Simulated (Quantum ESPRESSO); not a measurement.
Input and output of a self-consistent single point for In3Ga (Fm-3m, 4 atoms in the cell) (Quantum ESPRESSO).

Method: LDA (PZ), GBRV 1.5 ultrasoft (LDA) pseudopotentials (plane waves; Quantum ESPRESSO 7.5).

```
In3Ga
1.0
    0.00000     3.66564     3.66564
    3.66564     0.00000     3.66564
    3.66564     3.66564     0.00000
In Ga
3 1
Direct
  0.25000   0.25000   0.25000
  0.75000   0.75000   0.75000
  0.50000   0.50000   0.50000
  0.00000   0.00000   0.00000
```

Reference input (self-consistent single point, DFT, PBEsol, plane waves, GBRV 1.5 ultrasoft (PBESOL) pseudopotentials): ecutwfc = 50 Ry; ecutrho = 250 Ry; occupations = smearing; smearing = gauss; degauss = 0.0073499 Ry; potentials = {In: in_pbesol_v1.4.uspp.F.UPF, Ga: ga_pbesol_v1.4.uspp.F.UPF}; K_POINTS = automatic 10 10 10 0 0 0; conv_thr = 1e-10 Ry. This run's input differs from it in these lines:

```diff
@@ -23,4 +23,4 @@
 ATOMIC_SPECIES
-In   114.8180  in_pbesol_v1.4.uspp.F.UPF
-Ga    69.7230  ga_pbesol_v1.4.uspp.F.UPF
+In   114.8180  in_lda_v1.4.uspp.F.UPF
+Ga    69.7230  ga_lda_v1.4.uspp.F.UPF
 ATOMIC_POSITIONS {crystal}
```

Output (repeated stretches shortened):

```
     Self-consistent Calculation

     iteration #  1     ecut=    50.00 Ry     beta= 0.70

---- Real-time Memory Report at c_bands before calling an iterative solver
           189 MiB given to the printing process from OS
           138 MiB allocation reported by mallinfo(arena+hblkhd)
------------------

     total energy              =    -717.56458283 Ry
     estimated scf accuracy    <     133.32130764 Ry

     iteration #  2     ecut=    50.00 Ry     beta= 0.70

---- Real-time Memory Report at c_bands before calling an iterative solver
           308 MiB given to the printing process from OS
   [... lines left out ...]

---- Real-time Memory Report at c_bands before calling an iterative solver
           316 MiB given to the printing process from OS
           162 MiB allocation reported by mallinfo(arena+hblkhd)
------------------

     total energy              =    -814.30026375 Ry
     estimated scf accuracy    <          4.0E-09 Ry

     iteration # 15     ecut=    50.00 Ry     beta= 0.70

---- Real-time Memory Report at c_bands before calling an iterative solver
           316 MiB given to the printing process from OS
           162 MiB allocation reported by mallinfo(arena+hblkhd)
------------------
     End of self-consistent calculation

     the Fermi energy is     9.8243 ev

!    total energy              =    -814.30026376 Ry
     estimated scf accuracy    <          9.0E-11 Ry
     smearing contrib. (-TS)   =      -0.00083427 Ry
     internal energy E=F+TS    =    -814.29942949 Ry

     convergence has been achieved in  15 iterations

     Forces acting on atoms (cartesian axes, Ry/au):

     atom    1 type  1   force =    -0.00000000   -0.00000000    0.00000000
   [... zero for the other atoms too ...]

     Total force =     0.000000     Total SCF correction =     0.000000

          total   stress  (Ry/bohr**3)                   (kbar)     P=      -29.00
  -0.00019716   0.00000000  -0.00000000          -29.00        0.00       -0.00
   0.00000000  -0.00019716  -0.00000000            0.00      -29.00       -0.00
  -0.00000000  -0.00000000  -0.00019716           -0.00       -0.00      -29.00

   JOB DONE.
```

The run converged in 15 iterations. Against the reference run the pressure goes from -1.28 to -2.90 GPa.

The starting cell comes from a database of computed structures (which also holds hypothetical and non-ambient phases and stackings), without a prior relaxation at this level.

Cost on one core of a shared machine: roughly 4 min.
